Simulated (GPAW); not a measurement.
GPAW run on Ga₂CoS₄ (I-4, 7 atoms in the cell): self-consistent single point.

Computed with LDA (Perdew-Wang 92), GPAW PAW datasets LDA (gpaw-data 1.0.1) (plane waves; GPAW).

The change in words: lattice scaled by 0.98. Reference geometry:
```yaml
crystal:
  lattice:
    - [-2.69177, 2.69177, 5.34780]
    - [2.69177, -2.69177, 5.34780]
    - [2.69177, 2.69177, -5.34780]
  atoms:
    - { symbol: Ga, position: [0.50000, 0.50000, 0.00000] }
    - { symbol: Ga, position: [0.25000, 0.75000, 0.50000] }
    - { symbol: Co, position: [0.00000, 0.00000, 0.00000], spin: 3.0 }
    - { symbol: S, position: [0.11366, 0.62133, 0.98853] }
    - { symbol: S, position: [0.37867, 0.36720, 0.49233] }
    - { symbol: S, position: [0.63280, 0.12513, 0.01147] }
    - { symbol: S, position: [0.87487, 0.88634, 0.50767] }
```
(The spins are starting values, not results.)

Reference input (self-consistent single point, DFT LDA (Perdew-Wang 92), plane waves, GPAW PAW datasets LDA (gpaw-data 1.0.1)): spinpol = true; mode = pw; ecut = 800 eV; xc = LDA; kpts = 3 3 3; mesh shift (steps) = 0 0 0; occupations.name = fermi-dirac; occupations.width = 0.05 eV; nbands = -4; convergence.density = 1e-05 e/electron; convergence.energy = 1e-05 eV/electron; convergence.bands = -2. This run's input differs from it in these lines:

```diff
@@ -5,12 +5,12 @@
 atoms = Atoms(['Ga', 'Ga', 'Co', 'S', 'S', 'S', 'S'],
-              cell=[[-2.691771, 2.691771, 5.347799],
-                    [2.691771, -2.691771, 5.347799],
-                    [2.691771, 2.691771, -5.347799]],
-              positions=[[0.000000, 0.000000, 5.347799],
-                         [2.691771, 0.000000, 2.673900],
+              cell=[[-2.637936, 2.637936, 5.240843],
+                    [2.637936, -2.637936, 5.240843],
+                    [2.637936, 2.637936, -5.240843]],
+              positions=[[0.000000, 0.000000, 5.240843],
+                         [2.637936, 0.000000, 2.620421],
                          [0.000000, 0.000000, 0.000000],
-                         [4.027428, 1.294365, -1.355881],
-                         [1.294365, 1.356114, 1.355881],
-                         [-1.335657, 1.397406, 3.991918],
-                         [1.397406, 1.335657, 6.703680]],
+                         [3.946880, 1.268478, -1.328763],
+                         [1.268478, 1.328992, 1.328763],
+                         [-1.308944, 1.369458, 3.912080],
+                         [1.369458, 1.308944, 6.569606]],
               pbc=True)
```

Output (repeated stretches shortened):

```
     iter     time        total  log10-change:  magmom
                         energy   eigst   dens
iter:   1 --:--:--   -39.309434   +0.60           +3.0034
iter:   2 --:--:--   -39.349989   -0.31  -1.03    +2.9604
iter:   3 --:--:--   -39.013714   -0.43  -1.05    +2.9796
iter:   4 --:--:--   -38.873453   -0.99  -1.17    +2.9829
iter:   5 --:--:--   -38.656427   -1.27  -1.36    +2.9967
   [... 9 lines left out ...]
iter:  15 --:--:--   -38.615850   -3.34  -2.94    +2.9983
iter:  16 --:--:--   -38.613150   -3.33  -3.01    +3.0019
iter:  17 --:--:--   -38.615735   -3.68  -3.44    +2.9988
   [... lines left out ...]
iter:  24 --:--:--   -38.615654c  -5.28  -4.01    +2.9992
iter:  25 --:--:--   -38.615653c  -5.38  -4.15    +2.9992
iter:  26 --:--:--   -38.615652c  -5.67  -4.24    +2.9992
iter:  27 --:--:--   -38.615646c  -5.88  -4.65    +2.9992
   [... 5 lines left out ...]
iter:  33 --:--:--   -38.615657c  -6.63  -4.62    +2.9992
iter:  34 --:--:--   -38.615657c  -6.91  -4.68    +2.9992
iter:  35 --:--:--   -38.615657c  -7.07  -4.65    +2.9992
iter:  36 --:--:--   -38.615657c  -6.95  -4.81    +2.9992
iter:  37 --:--:--   -38.615656c  -7.29  -5.11c   +2.9992
iter:  38 --:--:--   -38.615656c  -7.55c -5.11c   +2.9992
Converged after 38 iterations.

Dipole moment: (2.211283, -2.211283, -0.000002) |e|*Ang

Total magnetic moment: (0.000000, 0.000000, 2.999241)
Local magnetic moments:
   0 Ga ( 0.000000,  0.000000,  0.015988)
   1 Ga ( 0.000000,  0.000000,  0.009724)
   2 Co ( 0.000000,  0.000000,  2.058863)
   3 S  ( 0.000000,  0.000000,  0.094685)
   4 S  ( 0.000000,  0.000000,  0.094685)
   5 S  ( 0.000000,  0.000000,  0.094685)
   6 S  ( 0.000000,  0.000000,  0.094685)

Energy contributions relative to reference atoms: (reference = -186752.714683)

Kinetic:        +59.437799
Potential:      -54.760045
External:        +0.000000
XC:             -43.712152
Entropy (-ST):   -0.007377
Local:           +0.422431
SIC:             +0.000000
--------------------------
Free energy:    -38.619345
Extrapolated:   -38.615656

   [... lines left out ...]
Fermi level: 4.33393
Gap: 0.246 eV
Direct gap: 0.267 eV
   [... lines left out ...]
  1 Ga    0.00000    0.00000    0.00000
  2 Co    0.00000    0.00000    0.00000
  3 S     0.20772   -0.24397    0.22693
  4 S    -0.24397   -0.20772   -0.22693
  5 S    -0.20772    0.24397    0.22693
  6 S     0.24397    0.20772   -0.22693

Stress tensor:
     0.024711    -0.000000     0.000000
    -0.000000     0.024711    -0.000000
     0.000000    -0.000000     0.026110
Stress (GPa, Voigt): [ 3.9591  3.9591  4.1832 -0.      0.     -0.    ]
```

The run converged in 38 iterations. GPAW prints stress with tension positive. Against the reference run the free energy goes down by 47.9 meV/atom, the pressure goes from -7.65 to -4.03 GPa, the largest force goes from 0.517 to 0.393 eV/Å, the gap on the mesh goes from 0.256 to 0.246 eV and the size of the net moment stays at 0.43 μB/atom.

The starting cell comes from a database of computed structures (which also holds hypothetical and non-ambient phases and stackings), without a prior relaxation at this level. Its lattice was rescaled by a random factor within 2.5 % of one. For this run, on top of that: lattice scaled by 0.98. With one magnetic atom in the cell only a parallel order is possible. With a pressure of about -4 GPa the cell is away from its equilibrium volume at this level.

Cost on one core of a shared machine: roughly 3 min.
